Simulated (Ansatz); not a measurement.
La2Ti2O7 (Cmc2₁, No. 36, 22 atoms in the cell; start mp-8154), treated with LDA in Ansatz (plane waves, PAW).

Run with plane-wave cutoff 520 eV, 10×10×6 k mesh (along the axes of the cell as run), Fermi–Dirac smearing 0.01 eV, no spin polarisation, scalar-relativistic PAW data made under PBE.

Cell (relaxed with PBEsol):

```
CELL_PARAMETERS angstrom
      1.94586   -12.71234     0.00000
      1.94586    12.71234     0.00000
      0.00000     0.00000     5.52963
ATOMIC_POSITIONS crystal
  La 0.29709 0.70291 0.66094
  La 0.70291 0.29709 0.16094
  La 0.44733 0.55267 0.24477
  La 0.55267 0.44733 0.74477
  Ti 0.83720 0.16280 0.20344
  Ti 0.16280 0.83720 0.70344
  Ti 0.93974 0.06026 0.74023
  Ti 0.06026 0.93974 0.24023
  O  0.78018 0.21982 0.41933
  O  0.21982 0.78018 0.91933
  O  0.88299 0.11701 0.55026
  O  0.11701 0.88299 0.05026
  O  0.34649 0.65351 0.24496
  O  0.65351 0.34649 0.74496
  O  0.45084 0.54916 0.76855
  O  0.54916 0.45084 0.26855
  O  0.98903 0.01097 0.47479
  O  0.01097 0.98903 0.97479
  O  0.09205 0.90795 0.56030
  O  0.90795 0.09205 0.06030
  O  0.20301 0.79699 0.43673
  O  0.79699 0.20301 0.93673
```

Task: Predict the band gap, smallest direct gap on the k points sampled and direct gap at Γ.

Result: 
* **band gap**: 2.77 eV
* **smallest direct gap on the k points sampled**: 2.90 eV
* **direct gap at Γ**: 2.90 eV

Note: cell and atoms aren't relaxed at this level (largest force component 0.16 eV/Å, pressure -5.0 GPa).

Spin–orbit coupling is not included.

Static lattice: no zero-point or thermal effects.

A start named mp-… is a Materials Project structure, which need not be a measured phase.

Ansatz is a first-principles code.
